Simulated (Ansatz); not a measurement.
CsCl-type CoGa, treated with LC-ωPBE in Ansatz (plane waves, PAW).

Run with plane-wave cutoff 460 eV, 10×10×10 k mesh, Fermi–Dirac smearing 0.05 eV, no spin polarisation, scalar-relativistic PAW data made under PBE.

Cell (relaxed at this level):

```cif
data_CoGa
_chemical_formula_sum 'Ga1 Co1'
_space_group_name_H-M_alt 'Pm-3m'
_space_group_IT_number 221
_space_group_name_Hall '-P 4 2 3'
_cell_length_a 2.79527
_cell_length_b 2.79527
_cell_length_c 2.79527
_cell_angle_alpha 90.000
_cell_angle_beta 90.000
_cell_angle_gamma 90.000
loop_
_atom_site_label
_atom_site_type_symbol
_atom_site_symmetry_multiplicity
_atom_site_Wyckoff_symbol
_atom_site_fract_x
_atom_site_fract_y
_atom_site_fract_z
_atom_site_occupancy
Ga1 Ga 1 b 0.50000 0.50000 0.50000 1
Co1 Co 1 a 0.00000 0.00000 0.00000 1
```

**Question.** Estimate the bulk modulus and pressure derivative B′ of the bulk modulus that the calculation returns.

**Answer.** 
- bulk modulus = 256 GPa
- pressure derivative B′ of the bulk modulus = 4.4

Note: the run has no spin polarisation, so it can have missed a magnetic state.

Cost on a shared machine: roughly 40 core-minutes.

Ansatz is a program for electronic structure.
